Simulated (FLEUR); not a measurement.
A self-consistent single point of Sn₂Ir (Fm-3m, 3 atoms in the cell) with FLEUR.

Method: LDA (Perdew-Zunger), all-electron FLAPW (FLEUR), scalar-relativistic valence in FLEUR.

```
CELL_PARAMETERS angstrom
      0.00000     3.18352     3.18352
      3.18352     0.00000     3.18352
      3.18352     3.18352     0.00000
ATOMIC_POSITIONS crystal
  Sn 0.75000 0.75000 0.75000
  Sn 0.25000 0.25000 0.25000
  Ir 0.00000 0.00000 0.00000
```

Reference input (self-consistent single point, DFT, PBEsol, all-electron FLAPW (FLEUR), scalar-relativistic valence): Kmax = 4.1 1/bohr; GmaxXC = 16.4 1/bohr; xcFunctional = PBEs; jspins = 1; l_soc = F; mode = hist; fermiSmearingEnergy = 0.00367493 Htr; mesh (inpgen div1-3) = 12 12 12; inpgen gamma flag = true; Gmax = 16.4 1/bohr; numbands = 0; maxIterBroyd = 40. This run's input differs from it in these lines:

```diff
@@ -15,3 +15,3 @@
 &comp jspins=1 /
-&exco xctyp='PBEs' /
+&exco xctyp='pz' /
 &kpt div1=12 div2=12 div3=12 gamma=t /
@@ -28,3 +28,3 @@
       <coreElectrons ctail="T" frcor="F" kcrel="0" coretail_lmax="0"/>
-      <xcFunctional name="PBEs" relativisticCorrections="F"/>
+      <xcFunctional name="pz" relativisticCorrections="F"/>
       <magnetism jspins="1"/>
```

Output, abridged:

```
 Iteration:     1   Distance:      10.66131714 me/bohr^3
 Iteration:     2   Distance:       9.32753006 me/bohr^3
 Iteration:     3   Distance:       6.77634653 me/bohr^3
 Iteration:     4   Distance:       4.92889968 me/bohr^3
 Iteration:     5   Distance:       3.93679282 me/bohr^3
   [... 7 lines left out ...]
 Iteration:    13   Distance:       0.00026890 me/bohr^3
 Iteration:    14   Distance:       0.00013177 me/bohr^3
 Iteration:    15   Distance:       0.00008324 me/bohr^3
 Iteration:    16   Distance:       0.00000417 me/bohr^3
 Run finished successfully
 Stop message:
   Structural relaxation: Done

[file out, last iteration]
             iter=     17
[...]
          total density-effective poten   -5.1727885268E+04
          total charge density-energy d   -6.5917397722E+02
 Updated energy parameters for spin:           1
[...]
 fermi energy and band-weighting factors:
    0.759138

[...]
FERMIE:
          first approx. to ef    (T=0)  :   0.380384 htr   (energy of the highest occ. eigenvalue)
          number of occ. states  (T=0)  :       1540
          first approx. to seigv (T=0)  : -12.342150 htr
          sum of weights of occ. states :  21.508102
          sum of semicore charge        :   0.000000 e
FERHIS:  Fermi-Energy by histogram:
          bandgap                     :   0.000117 htr
   [... lines left out ...]
          charge neutrality (T=0)     :   0.016204    (zero if the highest occ. eigenvalue is "entirely" occupied)
     EF_NEWTON:  Adjust Fermi-Energy by Newton-Method.
 Direct bandgap for spin            1 :    1.9874701974735842E-002  Htr
 ---->    free energy=                    -30195.7824661216 htr
   [... lines left out ...]
      extrapolation for T->0
 ---->    total electron energy=          -30195.7816187283 htr
 ***** TOTAL FORCES ON ATOMS *****
 TOTAL FORCE FOR ATOM TYPE=  1  X= -3.008   Y= -3.008   Z= -3.008
                       FX_TOT= 0.000000 FY_TOT= 0.000000 FZ_TOT= 0.000000
 TOTAL FORCE FOR ATOM TYPE=  2  X=  0.000   Y=  0.000   Z=  0.000
                       FX_TOT= 0.000000 FY_TOT= 0.000000 FZ_TOT= 0.000000
 Structural relaxation: Done
```

The run converged in 16 iterations. FLEUR gives forces in its relaxation mode, with a further iteration, so its stop message speaks of a relaxation. 

The starting cell comes from a database of computed structures (which also holds hypothetical and non-ambient phases and stackings), without a prior relaxation at this level. Spin-orbit coupling is off. Spin polarisation is off. Values depend on the basis (sphere radii, cutoffs, local orbitals), which need not be converged. The log's line on a gap gives a spacing of levels on this mesh, which the program prints for metals too.

Cost on one core of a shared machine: roughly 4 min.
